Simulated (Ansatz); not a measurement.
The structure below was relaxed with Ansatz (a first-principles code), PBEsol, PAW, cutoff 420 eV, spin-orbit coupling left out, at pressure 9 GPa.

```
ZnGeP2
1.0
   -2.63340     2.63340     5.19925
    2.63340    -2.63340     5.19925
    2.63340     2.63340    -5.19925
Zn Ge P
2 2 4
Direct
  0.00000   0.00000   0.00000
  0.75000   0.25000   0.50000
  0.50000   0.50000   0.00000
  0.25000   0.75000   0.50000
  0.87500   0.87537   0.50037
  0.12463   0.62500   0.99963
  0.37500   0.37463   0.49963
  0.62537   0.12500   0.00037
```

Find the space group and the Wyckoff positions.

Space group I-42d (No. 122); a = 5.2668 Å, b = 5.2668 Å, c = 10.3985 Å, α = 90.00°, β = 90.00°, γ = 90.00°

```tsv
atom	site	symmetry	x	y	z
Zn	4a	-4..	0.0000	0.0000	0.0000
Ge	4b	-4..	0.0000	0.0000	0.5000
P	8d	.2.	0.2496	0.2500	0.1250
```

Describe the coordination.

The crystal has 16 atoms in its conventional cell. Conventional cell: a = 5.267 Å, b = 5.267 Å, c = 10.399 Å, α = 90.00°, β = 90.00°, γ = 90.00°. Zn is surrounded by 4 P at 2.270 Å (tetrahedral). Ge is coordinated by 4 P at 2.272 Å (tetrahedral). P sees 2 Zn at 2.270 Å and 2 Ge at 2.272 Å (tetrahedral). (Neighbours: up to the widest gap in distance over summed covalent radii, below 1.35, at either atom; cation-cation and far metal-metal contacts left out.)

Load acts through the strain it causes; cell and atoms are relaxed under it. No phonon test of stability was made. No other phases were tried under pressure. The cell was made from ZnGeP2 in the chalcopyrite structure (space group I-42d, No. 122) by this change: pressure 9 GPa.
